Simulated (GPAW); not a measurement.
## Several settings converged on CaGa (Cmcm, 4 atoms in the cell)

```xyz
4
Lattice="2.1184 -5.6493 0.0000 2.1184 5.6493 0.0000 0.0000 0.0000 4.3152" Properties=species:S:1:pos:R:3 pbc="T T T"
Ca     2.1184     1.6308     3.2364
Ca     2.1184    -1.6308     1.0788
Ga     2.1184     4.9150     3.2364
Ga     2.1184    -4.9150     1.0788
```

Base method: LDA (Perdew-Wang 92), GPAW PAW datasets LDA (gpaw-data 1.0.1) (plane waves; GPAW).

Base settings: mode = pw; ecut = 600 eV; xc = LDA; kpts = 4 4 4; mesh shift (steps) = 0 0 0; occupations.name = methfessel-paxton; occupations.width = 0.1 eV; occupations.order = 0; nbands = -10; convergence.density = 1e-05 e/electron.

The count of work is k-points × plane waves × bands × iterations; it is no time. 

**The force threshold of a relaxation**

On CaGa (Cm, 4 atoms in the cell): one atom moved by 0.15 angstrom.

In this ladder: optimizer = BFGS.

The mesh stays at the base's, so the ladder's end is converged at best in this setting alone.

Only quantities that move along the ladder and can be compared are tabulated.

```tsv
fmax	free energy less the last step's (meV/atom)	largest force left (eV/Å)	relaxation steps
0.2 eV/Å	1.90	0.1997	2
0.1 eV/Å	0.22	0.0741	5
0.05 eV/Å	0.09	0.0459	6
0.03 eV/Å	0.04	0.0241	8
0.02 eV/Å	0.02	0.0182	9
0.01 eV/Å	0.01	0.0089	12
0.005 eV/Å	0.00	0.0022	15
0.002 eV/Å	0.00	0.0009	16
0.001 eV/Å	0.00	0.0009	16
```

Coarsest fmax that holds the free energy within 1 meV/atom of the last step, with all finer ones: 0.1 eV/Å; the step before is off by 1.9 meV/atom.

Coarsest fmax that holds the largest force left within 0.005 eV/Å of the last step, with all finer ones: 0.005 eV/Å; the step before is off by 0.0080 eV/Å.

**The size of a vacancy's supercell**

On CaGa (Cmcm, 8 atoms in the cell), and larger cells.

Steps: 2 x 1 x 1 supercell, one Ga atom taken out, nothing relaxed; 2 x 2 x 1 supercell, one Ga atom taken out, nothing relaxed; and so on, with the mesh thinned in proportion.

Only quantities that move along the ladder and can be compared are tabulated.

| atoms | energy of the cell with the vacancy less the whole one (holds the removed atom on the program's zero: only its change counts) (eV) | count of work / last |
|---|---|---|
| 8 | 5.002 | 0.21 |
| 16 | 5.083 | 0.54 |
| 32 | 4.869 | 1.0 |

Smallest size that holds the energy of the cell with the vacancy less the whole one (holds the removed atom on the program's zero: only its change counts) within 0.1 eV: not settled: the last two steps still differ by 0.21 eV, over half the tolerance, so the ladder does not show it.

On the base run: the starting cell comes from a database of computed structures (which also holds hypothetical and non-ambient phases and stackings), without a prior relaxation at this level. Its lattice was rescaled by up to half a per cent. Without a gap this mesh is coarse (it stands for a supercell whose shortest vector is 17 Å).
